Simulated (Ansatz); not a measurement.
Start from Co in the hcp (Mg type) structure (space group P6_3/mmc, No. 194; a = 2.456 Å, c = 3.972 Å; ferromagnetic; relaxed with 0.1 eV smearing). Axes: x lies along a and z along c of the hexagonal cell.

Method: Kohn–Sham DFT with the PBEsol functional, run in Ansatz (a quantum-chemistry and plane-wave program) with PAW and 420 eV plane waves, spin-orbit coupling left out, earlier PAW set.

Before the change:

The largest site moment comes out as 1.63 μB and the magnetic state is ferromagnetic.

Perturbation: uniaxial strain ε_yy = +5.80 %, all other strain components held at zero; the atoms relax in the strained cell.

Problem. What happens to the largest internal atomic displacement, stress, largest site moment and magnetic state?

Solution. The largest internal atomic displacement amounts to 0.025 Å; the stress (xx, yy, zz, yz, xz, xy; compression positive) amounts to (-8.7, -18.9, -6.8, 0.0, 0.0, 0.0) GPa; the largest site moment grows by 0.05 μB to 1.68 μB; the magnetic state stays ferromagnetic.

Other magnetic orders, which the real material may have, were not ruled out. No phonon test of stability was made. The base started in P-3m1 and relaxed to P6_3/mmc at this level.
